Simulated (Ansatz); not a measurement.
Input and output of a self-consistent single point for Zn2SeS (Pmm2, 4 atoms in the cell) (Ansatz, a first-principles code).

Level of theory: PBEsol, default PAW files made with PBE (plane waves; Ansatz).

The change in words: lattice scaled by 0.98; kpoints.mp_grid.grid: 6 6 5 → 13 13 10. Reference geometry:
```
Zn2SeS
1.0
    3.92102     0.00000     0.00000
    0.00000     3.92102     0.00000
    0.00000     0.00000     5.53869
Zn Se S
2 1 1
Direct
  0.50000   0.00000   0.77209
  0.00000   0.50000   0.23694
  0.00000   0.00000   0.50000
  0.50000   0.50000   0.00000
```

Reference input (self-consistent single point, DFT, PBEsol, plane waves, default PAW files made with PBE): basis.ecutwfc = 420 eV; kpoints.mp_grid.grid = 6 6 5; hamiltonian.xc = pbesol; hamiltonian.pseudopotentials = {kind: paw} (the program's default PAW files); scf.occupations.method = fixed. This run's input differs from it in these lines:

Ansatz 0.2 input:
```diff
@@ -3,5 +3,5 @@
   lattice:
-    - [3.92101800, 0.00000000, 0.00000000]
-    - [0.00000000, 3.92101800, 0.00000000]
-    - [0.00000000, 0.00000000, 5.53868600]
+    - [3.84259800, 0.00000000, 0.00000000]
+    - [0.00000000, 3.84259800, 0.00000000]
+    - [0.00000000, 0.00000000, 5.42791200]
   atoms:
@@ -14,3 +14,3 @@
 kpoints:
-  mp_grid: { grid: [6, 6, 5] }
+  mp_grid: { grid: [13, 13, 10] }
 hamiltonian:
```

Output (repeated stretches shortened):

```
SCF iter   1: F=—  HF=-12873.832885 eV  |F-HF|=—  |Δ(HF+E_count)|=         —  Δρ=4.91e-3  dr2=2.09e-2  ethr=1.77e-3  ⟨swp⟩=4.8  Hψ=33212  notcnv=0  defer=860
all-band conjugate gradients solve this SCF's bands
preconditioner: auto → Resta (q_TF=auto, 2.487 Å⁻¹)
SCF iter   2: F=—  HF=-12873.826878 eV  |F-HF|=—  |Δ(HF+E_count)|=   6.01e-3  Δρ=1.77e-3  dr2=4.42e-3  ethr=4.54e-5  ⟨swp⟩=2.0  Hψ=15874  notcnv=0  defer=882
   [... lines left out ...]
SCF iter   5: F=—  HF=-12873.825717 eV  |F-HF|=—  |Δ(HF+E_count)|=   4.34e-5  Δρ=1.05e-4  dr2=1.29e-5  ethr=2.76e-7  ⟨swp⟩=2.7  Hψ=13157  notcnv=0  defer=474
SCF iter   6: F=—  HF=-12873.825701 eV  |F-HF|=—  |Δ(HF+E_count)|=   1.69e-5  Δρ=3.93e-5  dr2=1.18e-6  ethr=2.80e-8  ⟨swp⟩=2.0  Hψ=13233  notcnv=0  defer=294
SCF iter   7: F=—  HF=-12873.825702 eV  |F-HF|=—  |Δ(HF+E_count)|=   1.41e-6  Δρ=1.44e-5  dr2=1.40e-7  ethr=2.57e-9  ⟨swp⟩=2.0  Hψ=14700  notcnv=0  defer=294
SCF iter   8: F=-12873.825702 eV  HF=-12873.825702 eV  |F-HF|=1.26e-7  |Δ(HF+E_count)|=   6.83e-8  Δρ=1.27e-5  dr2=7.97e-8  ethr=2.17e-10  ⟨swp⟩=9.9  Hψ=46117  notcnv=0
SCF 1 converged in 8 iterations: F = -12873.825702 eV  dr2 = 7.97e-8
Free energy (F): -12873.825702 eV
Internal energy: -12873.825702 eV  (E = F + TS)
E sigma→0 (E₀):  -12873.825702 eV
Fermi energy:    7.091737 eV
--- Forces (eV/Å), atoms counted from 1 ---
  atom   1  Zn     0.00000000     0.00000000    -0.39155156
  atom   2  Zn     0.00000000     0.00000000     0.06870336
  atom   3  Se     0.00000000     0.00000000     0.16707958
  atom   4  S      0.00000000     0.00000000     0.15575472
--- Stress (GPa, compression-positive) ---
        1.965306       0.000000       0.000000
        0.000000       3.357051       0.000000
        0.000000       0.000000       2.564413
  P = ⅓ Tr σ = 2.6289 GPa (26.289 kbar)
  The stress holds the Pulay correction. Without it, at fixed plane waves, as pw.x and ABINIT print it: P = 2.5651 GPa
```

The run converged in 8 iterations. Against the reference run the free energy rises by 1.4 meV/atom, the pressure goes from -1.79 to 2.63 GPa, the largest force goes from 0.369 to 0.392 eV/Å and the gap on the mesh goes from 1.380 to 1.616 eV.

The starting cell comes from a database of computed structures (which also holds hypothetical and non-ambient phases and stackings), without a prior relaxation at this level. Its lattice was rescaled by up to half a per cent. One atom was moved a little off its site on purpose. For this run, on top of that: lattice scaled by 0.98. Ansatz's pressure includes its estimate of the finite-basis (Pulay) stress.

Cost on one core of a shared machine: roughly 60 s.
